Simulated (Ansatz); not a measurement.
The reference is WS2 (space group P6_3/mmc, No. 194; layered, stacked along the Cartesian z axis).

```
WS2
1.0
    3.11491     0.00000     0.00000
   -1.55746     2.69759     0.00000
    0.00000     0.00000    11.77327
W S
2 4
Direct
  0.33333   0.66667   0.25000
  0.66667   0.33333   0.75000
  0.33333   0.66667   0.61646
  0.66667   0.33333   0.11646
  0.66667   0.33333   0.38354
  0.33333   0.66667   0.88354
```

Levels (all Ansatz, a first-principles code, PAW, earlier PAW set): PBEsol-D3(BJ) (420 eV, spin-orbit coupling left out); r2SCAN (500 eV, scalar-relativistic without spin-orbit coupling); HSE06 (420 eV, no spin-orbit coupling); PBEsol+SOC (420 eV, noncollinear with spin-orbit coupling).

Levels that relaxed their own cell: PBEsol-D3(BJ).

| level | band gap | lattice parameter a | lattice parameter c |
|---|---|---|---|
| PBEsol-D3(BJ) | 0.66 eV | 3.115 Å | 11.773 Å |
| r2SCAN | 0.81 eV | – | – |
| HSE06 | 1.19 eV | – | – |
| PBEsol+SOC | 0.62 eV | – | – |

### Question
What does experiment give, and how far off is each level?

### Answer
Measured: band gap 1.35 eV (room temperature; as listed in Carlos M. O. Bastos et al., Physical Review Materials (2019)); lattice parameter a 3.153 Å (room temperature; as listed in arXiv:1605.07067); lattice parameter c 12.323 Å (room temperature; as listed in arXiv:1605.07067). Computed minus measured — band gap: PBEsol-D3(BJ) -0.69 eV, r2SCAN -0.54 eV, HSE06 -0.16 eV, PBEsol+SOC -0.73 eV (closest: HSE06); lattice parameter a: PBEsol-D3(BJ) -1.2 %; lattice parameter c: PBEsol-D3(BJ) -4.5 %. Measured values not marked as corrected hold thermal and zero-point effects that the static-lattice runs lack. A measured gap can be an optical one, lowered by exciton binding. Levels without spin-orbit coupling miss its effect on the gap.

Single points use the geometry relaxed with PBEsol-D3(BJ). HSE06 gaps are upper bounds (no full band path). Differences between runs with and without spin-orbit coupling are approximate. Spin-orbit coupling, missing from the scalar runs, can matter with W. Stability against distortions was not tested.
